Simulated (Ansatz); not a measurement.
```yaml
crystal:
  lattice:
    - [11.00000, 0.00000, 0.00000]
    - [0.00000, 11.00000, 0.00000]
    - [0.00000, 0.00000, 6.50017]
  atoms:
    - { symbol: K, position: [0.50000, 0.50000, 0.00000] }
    - { symbol: I, position: [0.50000, 0.50000, 0.50000] }
```

Method: PBE (plane waves to 420 eV, PAW; Ansatz, a program for electronic structure). Mesh 1×1×48. No spin polarisation. It repeats along c; a and b span vacuum. A hypothetical model. It keeps the symmetry and period of its start, so it need not be a minimum against all distortions. Pairing along the axis, which can open a gap, is among the distortions not tried. Values not marked SOC lack spin–orbit coupling.

### Question
Tabulate the two highest filled and two lowest empty levels along the axis, from the valence top.

### Answer
```json
[
 {"k (2π/c)": "0.000", "v2 (eV)": "0.00", "v1 (eV)": "0.00", "c1 (eV)": "3.89", "c2 (eV)": "–"},
 {"k (2π/c)": "0.042", "v2 (eV)": "0.00", "v1 (eV)": "0.00", "c1 (eV)": "3.90", "c2 (eV)": "–"},
 {"k (2π/c)": "0.083", "v2 (eV)": "0.00", "v1 (eV)": "0.00", "c1 (eV)": "3.93", "c2 (eV)": "–"},
 {"k (2π/c)": "0.125", "v2 (eV)": "0.00", "v1 (eV)": "0.00", "c1 (eV)": "3.98", "c2 (eV)": "–"},
 {"k (2π/c)": "0.167", "v2 (eV)": "-0.01", "v1 (eV)": "-0.01", "c1 (eV)": "4.04", "c2 (eV)": "–"},
 {"k (2π/c)": "0.208", "v2 (eV)": "-0.01", "v1 (eV)": "-0.01", "c1 (eV)": "4.11", "c2 (eV)": "–"},
 {"k (2π/c)": "0.250", "v2 (eV)": "-0.01", "v1 (eV)": "-0.01", "c1 (eV)": "4.20", "c2 (eV)": "–"},
 {"k (2π/c)": "0.292", "v2 (eV)": "-0.02", "v1 (eV)": "-0.02", "c1 (eV)": "4.29", "c2 (eV)": "–"},
 {"k (2π/c)": "0.333", "v2 (eV)": "-0.02", "v1 (eV)": "-0.02", "c1 (eV)": "4.39", "c2 (eV)": "–"},
 {"k (2π/c)": "0.375", "v2 (eV)": "-0.03", "v1 (eV)": "-0.03", "c1 (eV)": "–", "c2 (eV)": "–"},
 {"k (2π/c)": "0.417", "v2 (eV)": "-0.03", "v1 (eV)": "-0.03", "c1 (eV)": "–", "c2 (eV)": "–"},
 {"k (2π/c)": "0.458", "v2 (eV)": "-0.03", "v1 (eV)": "-0.03", "c1 (eV)": "–", "c2 (eV)": "–"},
 {"k (2π/c)": "0.500", "v2 (eV)": "-0.03", "v1 (eV)": "-0.03", "c1 (eV)": "–", "c2 (eV)": "–"}
]
```
A dash stands for levels within 1 eV of the vacuum level or above it.
